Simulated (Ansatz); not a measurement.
## Response to strain in ScAl3

Consider ScAl₃ in the Cu3Au type structure (space group Pm-3m, No. 221; relaxed with 0.1 eV smearing).

```yaml
crystal:
  lattice:
    - [4.08695, 0.00000, 0.00000]
    - [0.00000, 4.08695, 0.00000]
    - [0.00000, 0.00000, 4.08695]
  atoms:
    - { symbol: Al, position: [0.00000, 0.50000, 0.50000] }
    - { symbol: Al, position: [0.50000, 0.50000, 0.00000] }
    - { symbol: Al, position: [0.50000, 0.00000, 0.50000] }
    - { symbol: Sc, position: [0.00000, 0.00000, 0.00000] }
```

Cartesian axes are those of the cell as printed.

Strains are applied to the cell and any free atomic positions relax; under biaxial strain the out-of-plane vector relaxes too; under stress the whole cell relaxes.

Level of theory: Kohn–Sham DFT with the r2SCAN functional, run in Ansatz (a program for electronic structure) with PAW and 500 eV plane waves, no SOC, earlier PAW set.

Notes on the quantities. pressure: mean of the normal stresses, compression positive; energy relative to the base: free energy F.

```csv
change,pressure,space group,energy relative to the base,shortest interatomic distance
base,0.0 GPa,Pm-3m (No. 221),0 meV/atom,2.890 Å
"biaxial strain +1.43 %, plane normal [001], relaxed out of plane",-2.0 GPa,P4/mmm (No. 123),+4.6 meV/atom,2.902 Å
"biaxial strain +2.33 %, plane normal [001], relaxed out of plane",-3.1 GPa,P4/mmm (No. 123),+12 meV/atom,2.909 Å
isotropic strain −3.47 %,12.3 GPa,Pm-3m (No. 221),+60 meV/atom,2.790 Å
isotropic strain +0.62 %,-1.7 GPa,Pm-3m (No. 221),+1.7 meV/atom,2.908 Å
isotropic strain +4.29 %,-9.1 GPa,Pm-3m (No. 221),+73 meV/atom,3.014 Å
isotropic strain +4.86 %,-9.9 GPa,Pm-3m (No. 221),+92 meV/atom,3.030 Å
uniaxial strain ε_xx = +1.17 %,-1.1 GPa,P4/mmm (No. 123),+1.4 meV/atom,2.890 Å
uniaxial strain ε_yy = +1.50 %,-1.3 GPa,P4/mmm (No. 123),+2.3 meV/atom,2.890 Å
"uniaxial stress, 3 GPa compression along z",–,P4/mmm (No. 123),+2.6 meV/atom,2.871 Å
```

Beyond what the load breaks, stability against distortions was not tested. The final runs are not spin-polarised.
